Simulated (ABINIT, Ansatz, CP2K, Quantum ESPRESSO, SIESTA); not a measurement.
**One structure in several programs: HfN (Fm-3m, 2 atoms in the cell)**

Self-consistent single point.

```xyz
2
Lattice="0.0000 2.2600 2.2600 2.2600 0.0000 2.2600 2.2600 2.2600 0.0000" Properties=species:S:1:pos:R:3 pbc="T T T"
Hf     0.0000     0.0000     0.0000
N      2.2600     2.2600     2.2600
```

Shared settings, as Ansatz (a program for electronic structure) writes them: kpoints.mp_grid.grid = 10 10 10; scf.occupations.method = gaussian; scf.occupations.width = 0.272 eV. Potentials and cutoffs stand in the table.

| code | model | pressure (GPa) | cutoff |
|---|---|---|---|
| SIESTA | GGA PBEsol, numerical atomic orbitals DZP, PseudoDojo PBEsol standard norm-conserving potentials (rewritten from UPF to PSML) | -2.11 | grid 400 Ry |
| Quantum ESPRESSO | PBEsol, SSSP 1.1.2 efficiency (PBE) pseudopotentials | -2.71 | 60 Ry |
| Ansatz | PBEsol, default PAW files made with PBE | -3.80 | 420 eV |
| CP2K | PBEsol, GPW, DZVP-MOLOPT-SR-GTH basis, GTH-PBE potentials (GTH_POTENTIALS) | -6.94 | grid 500 Ry |
| ABINIT | PBEsol, norm-conserving pseudopotentials (PseudoDojo nc-sr-04 PBEsol standard) | -4.13 | 42 Ha |

On Ansatz's run: spin-orbit coupling is off.

The spread over the programs that give each value: pressure within 4.83 GPa.

SIESTA and CP2K use small atom-centred bases, whose incompleteness enters pressures, forces and empty levels differently from a plane-wave cutoff. Ansatz's pressure is given at a fixed set of plane waves, as the other plane-wave codes print theirs; with its correction for the finite basis it is -3.29 GPa (the shift of 0.51 GPa shows how far the cutoff is from converged). In the pressure, SIESTA (by 1.68), Quantum ESPRESSO (by 1.08) and CP2K (by 3.14) lie more than 1 GPa from the median of the plane-wave programs.

The starting cell has typed, rounded lattice constants, without a prior relaxation at this level.

Left out of this page: GPAW, Elk and FLEUR (not drawn, or without a comparable value).

Keys are those of Ansatz 0.2.
